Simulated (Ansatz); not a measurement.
The reference is LiF in the rock salt structure (space group Fm-3m, No. 225; a = 4.008 Å).

Level of theory: PBEsol in Ansatz (plane waves to 420 eV, PAW, spin-orbit coupling left out).

Before the change:

The electron mass is 0.88 mₑ (at Γ). The band gap is 9.05 eV.

One thing is altered: the cell is scaled by 1.0200 in all directions; the atoms relax in the strained cell.

Q: Predict the new electron mass.

A: The electron mass goes from 0.88 mₑ (at Γ) to 0.85 mₑ (at Γ).

Q: Estimate the effect on the band gap.

A: The band gap drops by 0.51 eV (9.05 eV → 8.54 eV).

Effective masses come from finite differences of ±0.01 Å⁻¹. Gaps are Kohn–Sham eigenvalue differences; semilocal functionals usually give less than the measured gap. Whether these cells are dynamically stable was not tested.

Ansatz is a program for electronic structure.
